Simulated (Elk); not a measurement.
Elk run on BeTe (F-43m, 2 atoms in the cell): self-consistent single point.

Method: PBE, all-electron FP-LAPW, Elk's shipped species files, APW+lo basis with extra local orbitals (Elk 10.2.4).

The change in words: lattice scaled by 0.98. Reference geometry:
```yaml
crystal:
  lattice:
    - [0.00000, 2.81500, 2.81500]
    - [2.81500, 0.00000, 2.81500]
    - [2.81500, 2.81500, 0.00000]
  atoms:
    - { symbol: Be, position: [0.00000, 0.00000, 0.00000] }
    - { symbol: Te, position: [0.25000, 0.25000, 0.25000] }
```

Reference input (self-consistent single point, DFT, PBE, all-electron FP-LAPW, Elk's shipped species files, APW+lo basis with extra local orbitals): xctype = 20; rgkmax = 7.5; stype = 3; swidth = 0.000367493 Ha; ngridk = 5 5 5; tforce = true; gmaxvr = 18 1/bohr; lmaxapw = 10; lmaxo = 8; nxlo = 2; lorbcnd = true; lradstp = 2. This run's input differs from it in these lines:

```diff
@@ -46,5 +46,5 @@
 avec
-    0.0000000000    5.3195790408    5.3195790408
-    5.3195790408    0.0000000000    5.3195790408
-    5.3195790408    5.3195790408    0.0000000000
+    0.0000000000    5.2131874600    5.2131874600
+    5.2131874600    0.0000000000    5.2131874600
+    5.2131874600    5.2131874600    0.0000000000
```

The program printed (abridged):

```
│ Self-consistent loop started │
│ Loop number : 1 │
 total energy                :     -6815.60331218
│ Loop number : 2 │
 total energy                :     -6815.62560560
RMS change in Kohn-Sham potential (target) :    3.886551012     (  0.1000000000E-05)
Absolute change in total energy (target)   :   0.2229341603E-01 (  0.1000000000E-03)
│ Loop number : 3 │
 total energy                :     -6814.34036984
RMS change in Kohn-Sham potential (target) :    2.765466769     (  0.1000000000E-05)
Absolute change in total energy (target)   :    1.279662402     (  0.1000000000E-03)
│ Loop number : 4 │
   [... lines left out ...]
Absolute change in total energy (target)   :   0.1160704946E-02 (  0.1000000000E-03)
│ Loop number : 13 │
 total energy                :     -6811.73341255
RMS change in Kohn-Sham potential (target) :   0.1811253648E-05 (  0.1000000000E-05)
Absolute change in total energy (target)   :   0.2134296765E-03 (  0.1000000000E-03)
│ Loop number : 14 │
 total energy                :     -6811.73340150
RMS change in Kohn-Sham potential (target) :   0.5530556957E-06 (  0.1000000000E-05)
Absolute change in total energy (target)   :   0.6441086589E-04 (  0.1000000000E-03)
Convergence targets achieved

│ Loop number : 15 │

Energies :
 Fermi                       :     0.224051326319
 total energy                :     -6811.73338446

Density of states at Fermi energy :   0.2721516781E-06
 (states/Hartree/unit cell)

Estimated indirect band gap :   0.7156313504E-01
 from k-point      1 to k-point     10
Estimated direct band gap   :   0.1310394348
 at k-point      1

Charges :
 core                        :    38.00000000
 valence                     :    18.00000000
 interstitial                :    3.239513166
 muffin-tins (core leakage)
  species :    1 (Be)
   atom    1                 :    2.739861632     (  0.1371084156E-02)
  species :    2 (Te)
   atom    1                 :    50.02062520     (  0.5447613473E-03)
 total in muffin-tins        :    52.76048683
   [... lines left out ...]
   total force               :    -0.00000000   -0.00000000    0.00000000
   total magnitude           :     0.00000000
 species :    2 (Te)
  atom :    1
   Hellmann-Feynman          :     0.00000000   -0.00000000    0.00000000
   IBS                       :    -0.00000000    0.00000000   -0.00000000
   total force               :     0.00000000    0.00000000   -0.00000000
   total magnitude           :     0.00000000
```

The run converged in 15 iterations. The count includes the last loop, which Elk runs after its targets are met. Against the reference run the free energy goes up by 25.7 meV/atom and the gap on the mesh goes from 2.084 to 1.947 eV.

The starting cell has typed, rounded lattice constants, without a prior relaxation at this level. For this run, on top of that: lattice scaled by 0.98. Spin-orbit coupling is off. Values depend on the basis (sphere radii, cutoffs, local orbitals), which need not be converged.
